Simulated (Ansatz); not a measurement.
An Ansatz (a quantum-chemistry and plane-wave program) run: HfO2 with a change (biaxial strain −0.55 %, plane normal [001], relaxed out of plane); r2SCAN (Ansatz, PAW, without spin-orbit coupling), earlier PAW set.

Input:

Ansatz 0.2 input:
```yaml
crystal:
  lattice:
    - [3.5575015963, 0, 0]
    - [0, 3.5575015963, 0]
    - [1.7787507981, -1.7787507981, 2.5364014278]
  atoms:
    - { symbol: Hf, position: [0, 0, 0] }
    - { symbol: O, position: [0.75, 0.75, 0.5] }
    - { symbol: O, position: [0.25, 0.25, 0.5] }
basis: { ecutwfc: 500, ecutrho_ratio: 4, xc_grid: 4, fft_grid_basis: typed }
kpoints: { mp_grid: { grid: [11, 11, 11] } }
hamiltonian:
  xc: r2scan
  dispersion: none
  pseudopotentials: { azcp: { folder: ./paw }, kind: paw }
scf: { occupations: { method: fermi_dirac, width: 0.05 } }
relax: { f_tol: 0.005, max_steps: 50, cell: { stress_tol: 0.01, fix: [a, b, gamma] } }
output: { forces: true, stress: true }
checkpoint: { write: state.ck, write_every: 1000 }
```

Output (explanatory and most iteration lines left out):

```
Relaxation: its limit of steps is 50 (relax.max_steps)
Pseudopotential: Hf, paw, valence charge 26
Pseudopotential: O, paw, valence charge 6
Crystal: 3 atoms, lattice volume = 32.100 Å³
Basis set: ecut = 500 eV, 869 PW (Γ), exchange–correlation on 108×108×108 points (64 copies of the dense FFT grid, shifted against one another)
Bands: 23, of which v1, the nominal top of the filled ones, is band 19 counted from 1 (18 counted from 0)
Symmetry: 16 space group operations
Space group: I4/mmm (ITA 139), of the structure as read, at distance tolerance 3.2e-5 Å
k-points: 126 of 1331
Functional: x = r2scan, c = r2scan; τ floored in thin density (d = 2e-4 eV/Å³)
SCF iter   1: F=—  HF=-16877.063744 eV  |F-HF|=—  |Δ(HF+E_count)|=         —  Δρ=8.93e-2  dr2=1.84e0  dr2_τ=1.87e-1  ethr=3.10e-3  ⟨swp⟩=5.0  Hψ=11140  notcnv=0
SCF iter   2: F=—  HF=-16876.879808 eV  |F-HF|=—  |Δ(HF+E_count)|=   1.84e-1  Δρ=3.36e-2  dr2=2.35e-1  dr2_τ=4.44e-2  ethr=3.10e-3  ⟨swp⟩=2.7  Hψ=6936  notcnv=0
SCF 1 converged in 8 iterations: F = -16876.910757 eV  dr2 = 6.60e-9
relax step   1: F+E_penalty+E_count = -16876.91075748 eV  Δ(F+E_penalty+E_count) = +0.000e0 eV  max|allowed force component| = 6.505e-18 eV/Å  Δτ_max = 0.0000 Å  P = +2.286 GPa  Ω = 32.100 Å³  fix = [a, b, gamma]  reactions: a +3.655, b +3.655 GPa  (8 SCF iters, dr2 threshold 1.00e-7 eV, accepted)
[... steps on the carried basis left out ...]
relax step   3: F+E_penalty+E_count = -16876.91080803 eV  Δ(F+E_penalty+E_count) = -6.631e-6 eV  max|allowed force component| = 1.330e-17 eV/Å  Δτ_max = 0.0000 Å  P = +2.494 GPa  Ω = 32.076 Å³  energy of the carried Pulay correction = +1.679e-5 eV  fix = [a, b, gamma]  reactions: a +3.741, b +3.741 GPa  (2 SCF iters, dr2 threshold 2.98e-7 eV, accepted)
Crystal: 3 atoms, lattice volume = 32.076 Å³
SCF iter   1: F=—  HF=-16876.910789 eV  |F-HF|=—  |Δ(HF+E_count)|=         —  Δρ=3.71e-5  dr2=2.45e-7  dr2_τ=3.48e-8  ethr=3.83e-8  ⟨swp⟩=3.6  Hψ=20426  notcnv=0
SCF iter   2: F=—  HF=-16876.910788 eV  |F-HF|=—  |Δ(HF+E_count)|=   9.47e-7  Δρ=1.75e-5  dr2=5.30e-8  dr2_τ=9.26e-9  ethr=6.45e-10  ⟨swp⟩=2.0  Hψ=5132  notcnv=0
SCF 4 converged in 6 iterations: F = -16876.910788 eV  dr2 = 9.59e-13
SCF converged after 6 iterations
Free energy (F): -16876.910788 eV
Internal energy: -16876.910788 eV  (E = F + TS)
E sigma→0 (E₀):  -16876.910788 eV
Fermi energy:    16.942523 eV
--- Forces (eV/Å), atoms counted from 1 ---
  atom   1  Hf     0.00000000     0.00000000     0.00000000
  atom   2  O     -0.00000000     0.00000000    -0.00000000
  atom   3  O      0.00000000    -0.00000000     0.00000000
--- Stress (GPa, compression-positive) ---
        3.741179       0.000000       0.000000
        0.000000       3.741179      -0.000000
        0.000000      -0.000000      -0.000305
  P = ⅓ Tr σ = 2.4940 GPa (24.940 kbar)
--- Relaxed structure (3 steps of the walk, 3 accepted, 1 SCFs on fresh bases) ---
  cell:  # Å, volume = 32.0764 Å³
    - [3.5575015963, 1.7280725814026622e-22, 3.506453885144152e-11]
    - [1.7280725541184702e-22, 3.5575015963, -3.506453857462752e-11]
    - [1.7787507981250186, -1.7787507981250186, 2.534516086063826]
  atoms:
    - { symbol: Hf, position: [2.53201070006037e-36, -1.403595410333369e-36, -5.437809212558551e-37] }
    - { symbol: O, position: [0.75, 0.7500000000000002, 0.5000000000000001] }
    - { symbol: O, position: [0.25000000000000006, 0.25000000000000006, 0.5000000000000001] }
```

With Hf present, leaving out spin-orbit coupling can change the band edges. No phonon test of stability was made. The cell was made from HfO$_{2}$ in the fluorite structure (space group Fm-3m, No. 225) by this change: biaxial strain −0.55 %, plane normal [001], relaxed out of plane. This is not the structure that HfO2 has at room temperature and ambient pressure.
